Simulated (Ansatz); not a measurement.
We consider CdS (model structure, started from the BN type, Pm-3n, No. 223, 12 atoms in the cell), described by PBEsol (Ansatz, a first-principles code, plane waves, PAW).

Numerical settings: plane-wave cutoff 520 eV, 6×6×6 k mesh, Fermi–Dirac smearing 0.01 eV, scalar-relativistic PAW data made under PBE.

Cell (relaxed with PBEsol):

CdS is modelled in the cubic space group Pm-3n (No. 223), Pearson symbol cP12. Lattice parameters: a = 7.165 Å, b = 7.165 Å, c = 7.165 Å, α = 90.00°, β = 90.00°, γ = 90.00°. Cd on 6c has 4 S at 2.533 Å. S on 6d is surrounded by 4 Cd at 2.533 Å. (Neighbours: up to the widest gap in distance over summed covalent radii, below 1.35, at either atom; cation-cation and far metal-metal contacts left out.)

What does this level give for the band gap?


band gap: 1.28 eV

Note: the relaxation could raise the start's symmetry but not lower it, so the cell can be a saddle point.

Spin–orbit coupling is not included.

The computed numbers hold no vibrational or temperature effects.

The result took about 110 core-seconds (a rough figure).

A model structure was made by putting elements into a prototype or built by hand; it is no filed structure, need not be a known phase, and can be a saddle point held by its symmetry.
